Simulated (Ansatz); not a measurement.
Carrier properties of SiO₂ (P3_121)

Data:

```yaml
crystal:
  lattice:
    - [4.94887, 0.00000, 0.00000]
    - [-2.47444, 4.28585, 0.00000]
    - [0.00000, 0.00000, 5.44133]
  atoms:
    - { symbol: Si, position: [0.52959, 0.52959, 0.00000] }
    - { symbol: Si, position: [0.47041, 0.00000, 0.33333] }
    - { symbol: Si, position: [0.00000, 0.47041, 0.66667] }
    - { symbol: O, position: [0.26685, 0.41257, 0.78560] }
    - { symbol: O, position: [0.58743, 0.85428, 0.11893] }
    - { symbol: O, position: [0.14572, 0.73315, 0.45227] }
    - { symbol: O, position: [0.41257, 0.26685, 0.21440] }
    - { symbol: O, position: [0.85428, 0.58743, 0.88107] }
    - { symbol: O, position: [0.73315, 0.14572, 0.54773] }
```

Method: PBEsol, rigid bands (plane waves, PAW, scalar-relativistic; Ansatz, a quantum-chemistry and plane-wave program). How the cell was made: cell and atoms relaxed with PBEsol.

The band gap is 5.72 eV and the electron conductivity mass (300 K, dilute) is 0.51 (x), 0.51 (y), 0.50 (z) mₑ. The hole conductivity mass (300 K, dilute) is 9.6 (x), 9.6 (y), 2.5 (z) mₑ and the effective density of states N_c (300 K) is 9.3e18 cm⁻³. The effective density of states N_v (300 K) comes out as 1.0e21 cm⁻³, the density-of-states mass, electrons comes out as 0.52 mₑ and the density-of-states mass, holes is 12.0 mₑ. The Seebeck coefficient, n-type 1e19 cm⁻³, 300 K is -214 μV/K. The best n-type power factor at 300 K for τ = 10 fs (best axis; densities from 1e16 to 1e21 cm⁻³ tried, whether or not they can be reached) comes out as 3.0 μW/(cm·K²) at 3e19 cm⁻³ and the Seebeck coefficient, p-type 1e19 cm⁻³, 300 K is 618 μV/K.

Rigid bands; masses and Seebeck coefficients take one relaxation time τ for all states and one kind of carrier; polarons and phonon drag are left out. Spin-orbit coupling is left out; where it splits the top of the valence band, N_v and the p-type Seebeck coefficient come out somewhat high without it.
